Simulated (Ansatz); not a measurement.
# TaN (P-62m): band-structure transport figures

```
CELL_PARAMETERS angstrom
      5.17789     0.00000     0.00000
     -2.58894     4.48418     0.00000
      0.00000     0.00000     2.89678
ATOMIC_POSITIONS crystal
  Ta 0.00000 0.00000 0.00000
  Ta 0.33333 0.66667 0.50000
  Ta 0.66667 0.33333 0.50000
  N  0.39354 0.00000 0.00000
  N  0.60646 0.60646 0.00000
  N  0.00000 0.39354 0.00000
```

Calculation: PBEsol, rigid bands (plane waves, PAW, scalar-relativistic; Ansatz, a program for electronic structure). Geometry: cell and atoms relaxed with PBEsol.

The density of states at the Fermi level is 0.540 states/(eV·cell), both spins. The bare Sommerfeld coefficient comes out as 0.21 mJ/(mol of atoms·K²) and the drude plasma energy comes out as 3.3 eV. The root-mean-square Fermi velocity is 7.1e5 m/s and the resistivity times τ comes out as 46 ×10⁻²² Ω·m·s.

A metal at this level (no band gap); rigid bands, thermally averaged at 300 K, both spins. Spin-orbit coupling is left out, which matters with elements this heavy. τ is one relaxation time for all states.
